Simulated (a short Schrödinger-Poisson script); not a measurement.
System: MOS inversion layer, HfO2 on p-type GaAs, at 400 K.

| layer | material | thickness (nm) | Na (cm⁻³) |
|---|---|---|---|
| 1 | HfO2 | 9 | - |
| 2 | GaAs | 850 | 3.4e17 |

The device is made up for the run: typed textbook-type constants, with dimensions and the other settings drawn at random. HfO2: permittivity 22, conduction-band edge (eV) 1.57, gap (eV) 5.7, electron mass (mₑ) 0.2. GaAs: permittivity 12.9, conduction-band edge (eV) 0, gap (eV) 1.424, Nv at 300 K (cm⁻³) 9e18.

Channel valleys (confinement mass, in-plane density-of-states mass, number): Γ 0.067, 0.067, 1. At the gate the conduction-band edge of layer 1 lies 1.6 eV − eVg above the Fermi level of the channel; the field vanishes at the back. Gaps are held at their typed values at every temperature. Mesh 0.03 nm at interfaces.

From a short Schrödinger-Poisson script (our own, NumPy): 1D Poisson equation in equilibrium, electrons quantum, Hartree (BenDaniel-Duke, 12 states a valley, the channel's in-plane mass for all, wave functions ending at the dielectric), parabolic valleys, classical holes, full ionisation, no traps, pinning or gate leakage.

The same stack at other levels of the model or other numerical settings:

```json
[
 {"run": "base", "sheet density of all electrons at Vg = 0.9 V (cm⁻²)": "3.11e12", "sheet density of all electrons at Vg = 0.3 V (cm⁻²)": "2.41e10", "capacitance at Vg = 0.9 V (μF/cm²)": "1.13", "centroid of the channel electrons at Vg = 0.9 V (nm)": "3.56", "rough cost against the base": "about 1"},
 {"run": "electrons treated as classical, Boltzmann", "sheet density of all electrons at Vg = 0.9 V (cm⁻²)": "6.59e12", "sheet density of all electrons at Vg = 0.3 V (cm⁻²)": "3.32e11", "capacitance at Vg = 0.9 V (μF/cm²)": "___", "centroid of the channel electrons at Vg = 0.9 V (nm)": "0.64", "rough cost against the base": "0.07"},
 {"run": "electrons treated as classical, Fermi-Dirac", "sheet density of all electrons at Vg = 0.9 V (cm⁻²)": "4.09e12", "sheet density of all electrons at Vg = 0.3 V (cm⁻²)": "2.40e11", "capacitance at Vg = 0.9 V (μF/cm²)": "___", "centroid of the channel electrons at Vg = 0.9 V (nm)": "2.01", "rough cost against the base": "0.3"},
 {"run": "electrons treated as quantum, Hartree plus LDA exchange-correlation", "sheet density of all electrons at Vg = 0.9 V (cm⁻²)": "3.26e12", "sheet density of all electrons at Vg = 0.3 V (cm⁻²)": "2.71e10", "capacitance at Vg = 0.9 V (μF/cm²)": "1.15", "centroid of the channel electrons at Vg = 0.9 V (nm)": "___", "rough cost against the base": "2"},
 {"run": "mesh six times as coarse", "sheet density of all electrons at Vg = 0.9 V (cm⁻²)": "3.11e12", "sheet density of all electrons at Vg = 0.3 V (cm⁻²)": "2.42e10", "capacitance at Vg = 0.9 V (μF/cm²)": "1.13", "centroid of the channel electrons at Vg = 0.9 V (nm)": "3.56", "rough cost against the base": "0.3"},
 {"run": "one subband a valley", "sheet density of all electrons at Vg = 0.9 V (cm⁻²)": "3.08e12", "sheet density of all electrons at Vg = 0.3 V (cm⁻²)": "2.38e10", "capacitance at Vg = 0.9 V (μF/cm²)": "1.11", "centroid of the channel electrons at Vg = 0.9 V (nm)": "3.45", "rough cost against the base": "0.6"}
]
```

Problem. What belongs in the gaps?

Solution. 
- electrons treated as classical, Fermi-Dirac, capacitance at Vg = 0.9 V (μF/cm²): 1.26
- electrons treated as quantum, Hartree plus LDA exchange-correlation, centroid of the channel electrons at Vg = 0.9 V (nm): 3.51
- electrons treated as classical, Boltzmann, capacitance at Vg = 0.9 V (μF/cm²): 1.94

The classical rows ignore confinement, and Boltzmann statistics overrate the density once the band edge passes the Fermi level.

Above a few 1e12 electrons/cm² a light Γ valley is non-parabolic and upper valleys begin to fill, which the model leaves out.
